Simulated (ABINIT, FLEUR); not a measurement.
An ABINIT input for a self-consistent single point of ScZn3 (P6_3/mmc, 8 atoms in the cell) (DFT, LDA (PW92), plane waves, PAW (JTH v2.0 LDA PAW)):

```
# ScZn3, JTH v2.0 LDA PAW
pp_dirpath "./"
pseudos "Sc.LDA_PW-JTH.xml, Zn.LDA_PW-JTH.xml"
acell 10.9733463863 10.9733463863 8.1065074452
rprim
         1.0000000000   -0.0000000365    0.0000000000
        -0.4999999684    0.8660254220    0.0000000000
         0.0000000000    0.0000000000    1.0000000000
natom 8
ntypat 2
znucl 21 30
typat 1 1 2 2 2 2 2 2
xred
         0.3333333333    0.6666666667    0.7500000000
         0.6666666667    0.3333333333    0.2500000000
         0.8426650000    0.6853300000    0.7500000000
         0.1573350000    0.3146700000    0.2500000000
         0.1573350000    0.8426650000    0.2500000000
         0.8426650000    0.1573350000    0.7500000000
         0.3146700000    0.1573350000    0.7500000000
         0.6853300000    0.8426650000    0.2500000000
ecut 30
pawecutdg 60
pawxcdev 0
ixc 7
occopt 3
tsmear 0.00183747
nband 59
kptopt 1
ngkpt 5 5 5
nshiftk 1
shiftk 0 0 0
nstep 100
tolvrs 1.0e-11
prtwf 0
prtden 0
enunit 2
```

Problem. Translate this input to FLEUR.

Solution. This is the input that was run; spellings and numerical settings could be chosen otherwise.

Input of the input generator:

```
scf ScZn3
&input film=f /
5.8068448350 -0.0000002117 0.0000000000
-2.9034222341 5.0288752488 0.0000000000
0.0000000000 0.0000000000 4.2897790000
1.8897261246
1.0 1.0 1.0

8
21 0.3333333333 0.6666666667 0.7500000000
21 0.6666666667 0.3333333333 0.2500000000
30 0.8426650000 0.6853300000 0.7500000000
30 0.1573350000 0.3146700000 0.2500000000
30 0.1573350000 0.8426650000 0.2500000000
30 0.8426650000 0.1573350000 0.7500000000
30 0.3146700000 0.1573350000 0.7500000000
30 0.6853300000 0.8426650000 0.2500000000

&comp jspins=1 /
&exco xctyp='vwn' /
&kpt div1=5 div2=5 div3=5 /
&end /
```

```xml
<?xml version="1.0" encoding="UTF-8" standalone="no"?>
<fleurInput fleurInputVersion="0.39">
   <comment>
      scf ScZn3                                                                                           
   </comment>
   <calculationSetup>
      <cutoffs Kmax="4.4" Gmax="15.4" GmaxXC="15.4" numbands="0"/>
      <scfLoop itmax="80" minDistance="0.00001" maxIterBroyd="25" imix="Anderson" alpha="0.05" precondParam="0.0" spinf="2.0"/>
      <coreElectrons ctail="T" frcor="F" kcrel="0" coretail_lmax="0"/>
      <xcFunctional name="vwn" relativisticCorrections="F"/>
      <magnetism jspins="1"/>
      <soc l_soc="F" theta="0.0" phi="0.0" spav="F"/>
      <expertModes spex="0" secvar="F"/>
      <geometryOptimization l_f="T" forcealpha="1.0" forcemix="BFGS" epsdisp="0.00001" epsforce="0.00001"/>
      <ldaU l_linMix="F" mixParam="0.05" spinf="1.0"/>
   </calculationSetup>
   <cell>
      <bzIntegration valenceElectrons="94.0" mode="hist" fermiSmearingEnergy="0.00183747">
         <kPointListSelection listName="default-1"/>
         <!-- k-points included here -->
         <xi:include xmlns:xi="http://www.w3.org/2001/XInclude" href="kpts.xml"> </xi:include>
      </bzIntegration>
      <!-- symmetry operations included here -->
      <xi:include xmlns:xi="http://www.w3.org/2001/XInclude" href="sym.xml"> </xi:include>
      <bulkLattice scale="1.0">
         <bravaisMatrix>
            <row-1>   10.9733463861980756    -0.0000004000550206     0.0000000000000000</row-1>
            <row-2>   -5.4866728465232670     9.5031969350116849     0.0000000000000000</row-2>
            <row-3>    0.0000000000000000     0.0000000000000000     8.1065074450604637</row-3>
         </bravaisMatrix>
      </bulkLattice>
   </cell>
   <atomSpecies>
      <species name="Scandium (Sc)" element="Sc" atomicNumber="21">
         <mtSphere radius="2.50" gridPoints="883" logIncrement="0.014"/>
         <atomicCutoffs lmax="10" lnonsphr="8"/>
         <electronConfig flipSpins="F">
            <coreConfig>(1s1/2) (2s1/2) (2p1/2) (2p3/2)</coreConfig>
            <valenceConfig>(3s1/2) (3p1/2) (3p3/2) (4s1/2) (3d3/2) (3d5/2)</valenceConfig>
            <stateOccupation state="(3d3/2)" spinUp="0.2" spinDown="0.2"/>
            <stateOccupation state="(3d5/2)" spinUp="0.3" spinDown="0.3"/>
         </electronConfig>
         <energyParameters s="4" p="4" d="3" f="4"/>
         <lo type="SCLO" l="0" n="3" eDeriv="0"/>
         <lo type="SCLO" l="1" n="3" eDeriv="0"/>
      </species>
      <species name="Zinc (Zn)" element="Zn" atomicNumber="30">
         <mtSphere radius="2.31" gridPoints="813" logIncrement="0.015"/>
         <atomicCutoffs lmax="10" lnonsphr="8"/>
         <electronConfig flipSpins="F">
            <coreConfig>(1s1/2) (2s1/2) (2p1/2) (2p3/2) (3s1/2) (3p1/2) (3p3/2)</coreConfig>
            <valenceConfig>(4s1/2) (3d3/2) (3d5/2)</valenceConfig>
         </electronConfig>
         <energyParameters s="4" p="4" d="3" f="4"/>
      </species>
   </atomSpecies>
   <atomGroups>
      <atomGroup species="Scandium (Sc)">
         <relPos label="                   1">1.000/3.000 -1.000/3.000 -1.000/4.000</relPos>
         <relPos label="                   2">-1.000/3.000 1.000/3.000 1.000/4.000</relPos>
         <force calculate="T" relaxXYZ="TTT"/>
      </atomGroup>
      <atomGroup species="Zinc (Zn)">
         <relPos label="                   3">-.1573350000 -.3146700000 -1.000/4.000</relPos>
         <relPos label="                   4">.1573350000 .3146700000 1.000/4.000</relPos>
         <relPos label="                   5">.1573350000 -.1573350000 1.000/4.000</relPos>
         <relPos label="                   6">-.1573350000 .1573350000 -1.000/4.000</relPos>
         <relPos label="                   7">.3146700000 .1573350000 -1.000/4.000</relPos>
         <relPos label="                   8">-.3146700000 -.1573350000 1.000/4.000</relPos>
         <force calculate="T" relaxXYZ="TTT"/>
      </atomGroup>
   </atomGroups>
   <output dos="F" band="F" slice="F">
      <checks vchk="F" cdinf="F"/>
      <bandDOS minEnergy="-.5*Htr" maxEnergy="0.5*Htr" sigma="0.015" storeEVData="T"/>
      <vacuumDOS vacdos="F" integ="F" star="F" nstars="0" locx1="0.0" locy1="0.0" locx2="0.0" locy2="0.0" nstm="0" tworkf="0.0"/>
      <unfoldingBand unfoldBand="F" supercellX="1" supercellY="1" supercellZ="1"/>
      <plotting iplot="0" polar="F">
         <plot TwoD="T" vec1="  1.0  0.0  0.0" vec2="  0.0  1.0  0.0" vec3="  0.0  0.0  1.0" zero="  0.0  0.0  0.0" file="plot"/>
      </plotting>
      <chargeDensitySlicing numkpt="0" minEigenval="0.0" maxEigenval="0.0" nnne="0" pallst="F"/>
      <specialOutput eonly="F"/>
      <magneticCircularDichroism mcd="F" energyLo="-10.0" energyUp="0.0"/>
   </output>
  <!-- We include the file relax.xml here to enable relaxations (see documentation) -->
  <xi:include xmlns:xi="http://www.w3.org/2001/XInclude" href="relax.xml"> <xi:fallback/> </xi:include>
</fleurInput>
```

Basis settings and potentials, where a program has them, do not carry over. This input uses DFT, LDA (Vosko-Wilk-Nusair), all-electron FLAPW (FLEUR), scalar-relativistic valence. LDA parametrisations can differ slightly between programs.

The starting cell comes from a database of computed structures (which also holds hypothetical and non-ambient phases and stackings), without a prior relaxation at this level. Its lattice was rescaled by a random factor within 2.5 % of one.
